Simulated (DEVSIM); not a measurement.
Structure: double heterostructure, Ge between p- and n-type Si, at 500 K.

```
layer (left to right)  material  thickness (μm)  Nd (cm⁻³)  Na (cm⁻³)  τn (s)  τp (s)
---------------------  --------  --------------  ---------  ---------  ------  ------
1                            Si           0.340          -     1.5e18  1.8e-6  1.8e-6
2                            Ge          0.0350     1.5e15          -  1.8e-6  1.8e-6
3                            Si           0.330     4.7e17          -  1.8e-6  1.8e-6
```

Left contact: ohmic. Right contact: ohmic. Voltage is applied to the left contact. Recombination: SRH at mid-gap, radiative. Mobility is constant in doping.

Constants are typed, rounded textbook-type inputs, not results; the design itself was drawn at random and stands for no fabricated device. Values at 300 K; Nc and Nv go as T^1.5, mobilities as T to minus their exponent, the gap by Varshni's rule with the affinity fixed.

```
parameter               Si        Ge
----------------  --------  --------
gap (eV)             1.124     0.664
affinity (eV)         4.05         4
permittivity          11.7        16
Nc (cm⁻³)          2.86e19   1.04e19
Nv (cm⁻³)           3.1e19      6e18
μn (cm²/Vs)           1417      3900
μp (cm²/Vs)            470      1900
T exponent of μn       2.3      1.66
T exponent of μp       2.2      2.33
B (cm³/s)          4.7e-15   6.4e-14
Varshni α (eV/K)  0.000473  0.000477
Varshni β (K)          636       235
```

Model (solved in DEVSIM): 1D drift-diffusion, Boltzmann statistics, complete ionisation; no tunnelling, impact ionisation, image-force lowering or self-heating. Band offsets follow the typed affinities; no thermionic-emission limit at abrupt steps, no polarisation charge.

Q: Tabulate band edges, carrier densities and field at zero bias.

A: Energies count from the Fermi level of the right contact; mesh points crowd at the junctions.

```
x (μm)    Ec (eV)  Ev (eV)  n (cm⁻³)  p (cm⁻³)  field (V/cm)
--------  -------  -------  --------  --------  ------------
0.000       0.902   -0.164    5.0e10    1.5e18           ≈ 0
0.005558    0.902   -0.164    5.0e10    1.5e18           ≈ 0
0.01826     0.902   -0.164    5.0e10    1.5e18           ≈ 0
0.04435     0.902   -0.164    5.0e10    1.5e18           ≈ 0
0.1333      0.902   -0.164    5.0e10    1.5e18           ≈ 0
0.2445      0.902   -0.164    5.0e10    1.5e18           ≈ 0
0.2977      0.902   -0.164    5.0e10    1.5e18          -210
0.3281      0.827   -0.238    2.8e11    2.6e17       -140000
0.3373      0.611   -0.455    4.3e13    1.7e15       -340000
0.3418      0.522   -0.060    1.2e14    3.2e18       -180000
0.3486      0.444   -0.138    7.5e14    5.2e17        -80000
0.3637      0.358   -0.224    5.5e15    7.2e16        -45000
0.3714      0.325   -0.257    1.2e16    3.3e16        -41000
0.3761      0.255   -0.811    1.7e17    4.5e11        -50000
0.3870      0.222   -0.843    3.5e17    2.1e11        -15000
0.4059      0.211   -0.854    4.6e17    1.6e11         -1400
0.4492      0.210   -0.855    4.7e17    1.6e11           ≈ 0
0.5382      0.210   -0.855    4.7e17    1.6e11           ≈ 0
0.6468      0.210   -0.855    4.7e17    1.6e11           ≈ 0
0.6814      0.210   -0.855    4.7e17    1.6e11           ≈ 0
0.6965      0.210   -0.855    4.7e17    1.6e11           ≈ 0
0.7050      0.210   -0.855    4.7e17    1.6e11           ≈ 0
```
